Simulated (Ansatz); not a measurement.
Functionals compared on H on the 1x1 (0001) surface of hcp Co, ferromagnetic, one in a 2x2 cell, started at the site 'hollow Co-Co-Co', in Ansatz (plane waves, PAW). The structure was relaxed with PBE; the other rows are single points on it, each with its references at the same level. Cutoff 420 eV.

Model: 17-atom slab, 6.0 Å thick at the start under the adsorbate (thin: gaps and levels are the slab's own), 7x7x1 mesh, Fermi-Dirac 0.1 eV, dipole correction, 8 atoms held, the rest relaxed; held to the start's symmetry, so lower structures may exist; spin-polarised, no spin-orbit, no U, no dispersion correction. At the end it is bonded to 3 Co. In PBE it is, or lies within 0.03 eV of, the lowest of the starts that converged. These notes are the PBE run's. Adsorption energies are against ½ H2(g). A negative adsorption energy means that the adsorbate is more stable on the surface than in its reference.

```tsv
functional	adsorption energy (eV)	work function of the top face (eV)	change of the work function (eV)	magnetic moment of the cell (μB)	rough cost of the single point
PBE	-0.54	4.94	-0.04	26.58	–
RPBE	-0.37	4.78	-0.03	26.81	around 2.8 core-minutes (rough)
```

Ansatz is a quantum-chemistry and plane-wave program.
